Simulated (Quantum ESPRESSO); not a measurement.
A user runs Quantum ESPRESSO on TeH2O4 (Pc, 14 atoms in the cell) and asks whether the run is sound. The aim is a self-consistent single point with DFT, PBEsol, plane waves, GBRV 1.5 ultrasoft (PBESOL) pseudopotentials.

Cell that was meant: a = 5.9490 Å, b = 4.9704 Å, c = 5.2657 Å, α = 90.00°, β = 112.28°, γ = 90.00°.

Part of the input:

```fortran
/
&SYSTEM
    ibrav = 0
    nat = 13
    ntyp = 3
    ecutwfc = 40
    ecutrho = 200
```

Log, with long lists cut:

```
     G-vector sticks info
     --------------------
     sticks:   dense  smooth     PW     G-vecs:    dense   smooth      PW
   [... lines left out ...]
        k(    1) = (   0.1250000   0.1196885   0.1733021), wk =   0.0400000
        k(    2) = (   0.1250000   0.1196885   0.4174845), wk =   0.0400000
        k(    3) = (   0.1250000   0.1196885  -0.5592450), wk =   0.0400000
   [... 47 lines left out ...]

     Dense  grid:    46369 G-vectors     FFT dimensions: (  54,  45,  45)

     Smooth grid:    33227 G-vectors     FFT dimensions: (  45,  40,  45)

     Initial potential from superposition of free atoms

     starting charge      57.9995, renormalised to      58.0000
     Self-consistent Calculation

     iteration #  1     ecut=    40.00 Ry     beta= 0.70

     total energy              =    -281.27279562 Ry
     estimated scf accuracy    <       2.96795591 Ry

     iteration #  2     ecut=    40.00 Ry     beta= 0.70

     total energy              =    -281.92605318 Ry
     estimated scf accuracy    <       4.06522509 Ry

     iteration #  3     ecut=    40.00 Ry     beta= 0.70

     total energy              =    -282.66231718 Ry
     estimated scf accuracy    <       0.19262661 Ry

   [... 10 blocks of this kind left out ...]

     iteration # 14     ecut=    40.00 Ry     beta= 0.70

     total energy              =    -282.70286675 Ry
     estimated scf accuracy    <          2.3E-09 Ry

     iteration # 15     ecut=    40.00 Ry     beta= 0.70
     End of self-consistent calculation

     the Fermi energy is     4.2001 ev

!    total energy              =    -282.70286676 Ry
     estimated scf accuracy    <          8.9E-11 Ry
     smearing contrib. (-TS)   =      -0.00000432 Ry
     internal energy E=F+TS    =    -282.70286243 Ry

     convergence has been achieved in  15 iterations

     Forces acting on atoms (cartesian axes, Ry/au):

     atom    1 type  1   force =    -0.01253874    0.02713025    0.02672975
     atom    2 type  1   force =     0.00478278   -0.03309295   -0.03928859
     atom    3 type  2   force =    -0.01571539   -0.00973082    0.01670042
     atom    4 type  2   force =    -0.01753892    0.00563277    0.01143814
   [... lines left out ...]

     Total force =     0.155906     Total SCF correction =     0.000017

          total   stress  (Ry/bohr**3)                   (kbar)     P=       96.46
   0.00094900   0.00013925   0.00017603          139.60       20.48       25.90
   0.00013925   0.00050598  -0.00033753           20.48       74.43      -49.65
   0.00017603  -0.00033753   0.00051217           25.90      -49.65       75.34

   JOB DONE.
```

Task: Is anything amiss in this input, and did it matter?

Result: The run is not sound. The fault is an atom count that does not match the list of atoms. The program trusts the stated count: too many runs off the end of the list, too few can drop atoms without a word. To fix it, make the count match the list. The run converged in 15 iterations without an error; against the sound input the pressure goes from 6.94 to 9.65 GPa, the largest force goes from 0.890 to 1.696 eV/Å and the gap on the mesh goes from 1.880 to 0.175 eV. The full log also holds: “Warning: card O     0.6864777200    0.4745317395    0.5087591054 ignored”.

An input that runs soundly differs in these lines (not the only fix; some lines may just follow from the change or write a value another way):
```diff
-    nat = 13
+    nat = 14
```

With that input, the run converged in 13 iterations: free energy E − TS -4284.8734 eV; top of the valence band (on the code's own zero) 3.37 eV; gap on the k-point mesh 1.88 eV; pressure 6.94 GPa; largest force (vector length) 0.890 eV/Å (DFT, PBEsol, plane waves, GBRV 1.5 ultrasoft (PBESOL) pseudopotentials).

On the sound input: the starting cell comes from a database of computed structures (which also holds hypothetical and non-ambient phases and stackings), without a prior relaxation at this level. Spin-orbit coupling is off. With a pressure of about 7 GPa the cell is away from its equilibrium volume at this level. The shifted mesh does not hold Γ, so a gap read on it misses any band edge there.
